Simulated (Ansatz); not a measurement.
The reference is SiO$_{2}$ in the rutile structure (space group P4_2/mnm, No. 136; a = 4.1852 Å, c = 2.6688 Å).

All numbers come from plane-wave PAW DFT at the r2SCAN level (Ansatz, a program for electronic structure, 500 eV), spin-orbit coupling left out.

For the base:

The pressure is 0.00 GPa, the valley order is Γ 6.51 eV; A (1/2, 1/2, 1/2) 8.19 eV and the valence-band top at Γ is 0.00, -0.88, -0.88 eV. The electron mass is 0.38 mₑ along c, 0.48 mₑ across (at Γ).

Now apply this change: the cell is scaled by 0.9593 in all directions, atoms relaxed at fixed cell.

Question: Estimate the effect on the pressure.

Answer: The pressure (mean of the normal stresses, compression positive) goes from zero to 51.67 GPa.

Question: Estimate the effect on the valley order.

Answer: The valley order (the lowest conduction-band minima on the path, energy above the VBM, named in the base's zone) goes from Γ 6.51 eV; A (1/2, 1/2, 1/2) 8.19 eV to Γ 8.18 eV; A (1/2, 1/2, 1/2) 9.54 eV.

Question: How does this affect the valence-band top at Γ?

Answer: The valence-band top at Γ (three highest levels, from the VBM) goes from 0.00, -0.88, -0.88 eV to 0.00, -1.02, -1.02 eV.

Question: What happens to the energy relative to the base?

Answer: The energy rises by 132 meV/atom.

Question: Predict the new electron mass.

Answer: The electron mass goes from 0.38 mₑ along c, 0.48 mₑ across (at Γ) to 0.25 mₑ along c, 0.83 mₑ across (at Γ).

The levels and masses belong to the bands next to the band gap. The cells carry an imposed strain or load. Effective masses come from finite differences of ±0.01 Å⁻¹. Stability against distortions was not tested.
